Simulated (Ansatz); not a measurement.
An Ansatz (a quantum-chemistry and plane-wave program) input (DFT with PBE, PAW potentials and a 420 eV plane-wave cutoff in Ansatz, without spin-orbit coupling):

Ansatz 0.2 input:
```yaml
crystal:
  lattice:
    - [2.921850352, 0, 0]
    - [-1.460925176, 2.5303966309, 0]
    - [0, 0, 2.8470985017]
  atoms:
    - { symbol: W, position: [0, 0, 0] }
    - { symbol: C, position: [0.6666666667, 0.3333333333, 0.5] }
basis: { ecutwfc: 420, ecutrho_ratio: 4, xc_grid: 2, fft_grid_basis: typed }
kpoints: { mp_grid: { grid: [18, 18, 16] } }
hamiltonian:
  xc: pbe
  dispersion: none
  pseudopotentials: { kind: paw }
scf: { occupations: { method: fermi_dirac, width: 0.05 }, convergence: { dr2_threshold: 0.0000000002 } }
output: { forces: true, stress: true }
```

Problem. Which symmetry and how many k-points will the program report, and about how many plane waves at Γ?

Solution. Space group P-6m2 (ITA 187) with 12 operations, k-points 333 of 5184, and 405 plane waves at Γ.

Stability against distortions was not tested. The final runs are not spin-polarised. The cell is WC (space group P-6m2, No. 187).
